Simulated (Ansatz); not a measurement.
**A computed series for hypothetical Cc Ga2O3: pressure series**

Start from Ga$_{2}$O$_{3}$ (space group Cc, No. 9; a = 10.0670 Å, b = 5.7490 Å, c = 5.9507 Å, α = γ = 90.00°, β = 122.28°; a hypothetical phase, not in the database extracts checked).

Cell and atoms are relaxed at each pressure.

Level of theory: Kohn–Sham DFT with the PBE functional, run in Ansatz (a quantum-chemistry and plane-wave program) with PAW and 420 eV plane waves, spin-orbit coupling left out.

| change | band gap | shortest interatomic distance |
|---|---|---|
| base | 2.05 eV | 1.803 Å |
| pressure 0.3 GPa | 2.06 eV | 1.803 Å |
| pressure 0.7 GPa | 2.07 eV | 1.802 Å |
| pressure 1.5 GPa | 2.10 eV | 1.801 Å |
| pressure 3 GPa | 2.14 eV | 1.798 Å |
| pressure 5 GPa | 2.65 eV | 1.842 Å |
| pressure 7.5 GPa | 2.70 eV | 1.836 Å |
| pressure 10 GPa | 2.72 eV | 1.831 Å |

Load acts through the strain it causes; cell and atoms are relaxed under it. Whether these cells are dynamically stable was not tested. Competing high-pressure phases were not computed. Along this pressure series the structure jumps between pressure 3 GPa and pressure 5 GPa; cells beyond that are another form of it.
